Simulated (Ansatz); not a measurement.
## Convergence study of the plane-wave cutoff for CaPb3 (P4mm, 4 atoms in the cell)

```
CELL_PARAMETERS angstrom
      4.90277     0.00000     0.00000
      0.00000     4.90277     0.00000
      0.00000     0.00000     4.90277
ATOMIC_POSITIONS crystal
  Ca 0.00000 0.00000 0.01020
  Pb 0.00000 0.50000 0.50000
  Pb 0.50000 0.00000 0.50000
  Pb 0.50000 0.50000 0.00000
```

Method: PBEsol, default PAW files made with PBE (plane waves; Ansatz, a first-principles code).

Base settings: basis.ecutwfc = 420 eV; kpoints.mp_grid.grid = 5 5 5; hamiltonian.xc = pbesol; hamiltonian.pseudopotentials = {kind: paw} (the program's default PAW files); scf.occupations.method = gaussian; scf.occupations.width = 0.1 eV.

The second cell is the first with its lattice scaled by 0.98.

The mesh stays at the base's, so the ladder's end is converged at best in this setting alone.

The first pressure column holds Ansatz's estimate of the finite-basis (Pulay) stress, which hides part of the cutoff error; the other is without it.

Only quantities that move along the ladder and can be compared are tabulated.

The count of work is k-points × plane waves × bands × iterations; it is no time. 

The starting cell comes from a database of computed structures (which also holds hypothetical and non-ambient phases and stackings), without a prior relaxation at this level. Its lattice was rescaled by up to half a per cent. One atom was moved a little off its site on purpose.

```tsv
basis.ecutwfc	free energy less the last step's (meV/atom)	energy of the compressed cell less the first (meV/atom)	pressure (GPa)	pressure without the Pulay estimate (GPa)	largest difference of a force vector from the last step's (eV/Å)	count of work / last
145 eV	33388.24	-314.31	-4.33	-591.69	0.114	0.071
170 eV	13677.88	73.20	6.61	-305.23	0.214	0.084
190 eV	6404.80	15.72	-0.31	-169.59	0.035	0.10
210 eV	2938.01	2.91	-0.35	-91.07	0.011	0.11
230 eV	1274.52	-6.87	-1.10	-46.38	0.017	0.13
250 eV	524.01	11.52	-0.89	-22.64	0.014	0.12
295 eV	51.01	7.23	-0.66	-3.85	0.005	0.16
335 eV	4.13	6.36	-0.76	-1.06	0.000	0.19
380 eV	0.95	6.19	-0.76	-0.77	0.000	0.22
420 eV	0.57	6.19	-0.76	-0.77	0.000	0.27
460 eV	0.27	6.18	-0.76	-0.76	0.000	0.30
505 eV	0.20	6.18	-0.76	-0.76	0.000	0.35
565 eV	0.14	6.18	-0.76	-0.76	0.000	0.43
630 eV	0.06	6.17	-0.76	-0.76	0.000	0.48
735 eV	0.03	6.17	-0.76	-0.76	0.000	0.63
840 eV	0.02	6.17	-0.76	-0.76	0.000	0.77
1010 eV	0.00	6.17	-0.76	-0.76	0.000	1.0
```

Coarsest basis.ecutwfc that holds the forces within 0.02 eV/Å of the last step, with all finer ones: 210 eV, at 0.11 of the last step's count of work; the step before is off by 0.035 eV/Å.

Coarsest basis.ecutwfc that holds the pressure without the Pulay estimate within 0.1 GPa of the last step, with all finer ones: 380 eV, at 0.22 of the last step's count of work; the step before is off by 0.30 GPa.

Coarsest basis.ecutwfc that holds the energy of the compressed cell less the first within 0.5 meV/atom of the last step, with all finer ones: 335 eV, at 0.19 of the last step's count of work; the step before is off by 1.1 meV/atom.

The energy difference between the two cells stays within 1 meV/atom of the last step's from 335 eV on, the total only from 380 eV on: much of the error is common to both cells and cancels.

At the lowest cutoff the pressure without the Pulay estimate lies 591 GPa under the last step's, the usual sign of Pulay stress in an incomplete plane-wave basis.

Keys are those of Ansatz 0.2.
